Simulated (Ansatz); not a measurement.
A constructed model of the (111) surface of fcc Rh, (√3x√3)R30° layer of Cl, one a cell, on the site that continues the host's stacking (bottom of the slab: a bare face, its two planes held)

Calculation: PBE (plane waves to 420 eV, PAW; Ansatz, a quantum-chemistry and plane-wave program).

Model: 19-atom slab, 13.1 Å thick at the start with caps and adatoms (thin: gaps and levels are the slab's own), 9x9x1 mesh, Fermi-Dirac 0.1 eV, dipole correction, 6 atoms held, the rest relaxed; start symmetry kept, larger cells not searched; no spin, no spin-orbit, no U. It is one candidate, not shown to be the stable structure of the face.

work function of the top face: 5.07 eV
energy released by relaxation: 0.098 eV
cost: very roughly 7 core-minutes
